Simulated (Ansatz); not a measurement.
Base system: NaF in the rock salt structure (space group Fm-3m, No. 225; a = 4.6291 Å). Axes: x, y, z lie along the cube axes.

Calculations: plane-wave PAW DFT at the PBEsol level (Ansatz, a program for electronic structure, 420 eV), without spin-orbit coupling.

Before the change:

| Item | Result |
|---|---|
| Valence-band top at Γ | 0.00, 0.00, 0.00 eV |

Perturbation: a pure shear with ε_xy = ε_yx = 0.0029; the atoms relax in the strained cell.

### Question
Estimate the effect on the energy relative to the base.

### Answer
The energy hardly moves.

### Question
Estimate the effect on the valence-band top at Γ.

### Answer
The valence-band top at Γ (three highest levels, from the VBM) goes from 0.00, 0.00, 0.00 eV to 0.00, -0.01, -0.02 eV.

### Question
Estimate the effect on the stress.

### Answer
The stress (xx, yy, zz, yz, xz, xy; compression positive) is (0.00, 0.00, 0.00, 0.00, 0.00, -0.16) GPa.

The levels and masses belong to the bands next to the band gap. Whether these cells are dynamically stable was not tested.
